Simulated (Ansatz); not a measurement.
## A computed series for Ta: element substitutions

Take Ta in the bcc (W type) structure (space group Im-3m, No. 229; a = 3.282 Å) as the base.

Each row replaces one element on all its sites; cell and atoms are relaxed.

All numbers come from PBEsol (Ansatz, a first-principles code; PAW; 420 eV plane waves; without spin-orbit coupling), earlier PAW set.

Before the change:

- Lattice parameter a: 3.282 Å

### Question
The aim is a lattice parameter a between 2.693 Å and 2.868 Å. Which of these changes reaches it?
A. Ta → Hf
B. Ta → W
C. Ta → Fe
D. Ta → Lu

### Answer
C, Ta → Fe. It gives 2.787 Å; Ta → W gives 3.154 Å; Ta → Hf gives 3.490 Å; Ta → Lu gives 3.820 Å. Changes not listed may reach it too

The magnetic state is the one reached from the starting moments; the real material's order can differ, and small cells can't hold many antiferromagnetic ones. Whether these cells are dynamically stable was not tested. For Lu in this form, whether it has been made was not checked. Spin-polarised in the final run: Fe; the other runs are not. This is not the structure that Hf has at room temperature and ambient pressure. This is not the structure that Lu has at room temperature and ambient pressure.
